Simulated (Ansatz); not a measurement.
# Thickness series in Hf

The parent structure is Hf in the hcp (Mg type) structure (space group P6_3/mmc, No. 194; a = 3.1979 Å, c = 5.0473 Å). Axes: x lies along a and z along c of the hexagonal cell.

Free-standing slabs (1 atom(s) a layer) normal to the z axis with 15 Å of vacuum; in-plane cell held at bulk.

Computed with DFT with r2SCAN, PAW potentials and a 500 eV plane-wave cutoff in Ansatz (a program for electronic structure), no spin-orbit coupling.

Notes on the quantities. excess energy per area of both faces: slab less bulk energy over the cell's area: twice a surface energy; uncertain by up to 0.1 J/m²; layer's space group: with vacuum.

| case | excess energy per area of both faces | shortest interatomic distance | layer's space group | thickness between the outermost nuclei |
|---|---|---|---|---|
| base | – | 5.909 bohr | – | – |
| 1 layer | – | 6.043 bohr | P6/mmm (No. 191) | – |
| 2 layers | 3.70 J/m² | 5.516 bohr | P-3m1 (No. 164) | 2.26 Å |
| 3 layers | 4.02 J/m² | 5.765 bohr | P-6m2 (No. 187) | 4.86 Å |
| 4 layers | 3.9 J/m² | 5.651 bohr | P-3m1 (No. 164) | 7.37 Å |
| 5 layers | 3.9 J/m² | 5.673 bohr | P-6m2 (No. 187) | 9.88 Å |
| 6 layers | 3.9 J/m² | 5.674 bohr | P-3m1 (No. 164) | 12.43 Å |
| 7 layers | 3.9 J/m² | 5.674 bohr | P-6m2 (No. 187) | 14.95 Å |

Slab and bulk use different k-meshes, which limits the precision of the excess energy. Whether these cells are dynamically stable was not tested. The final runs are not spin-polarised.
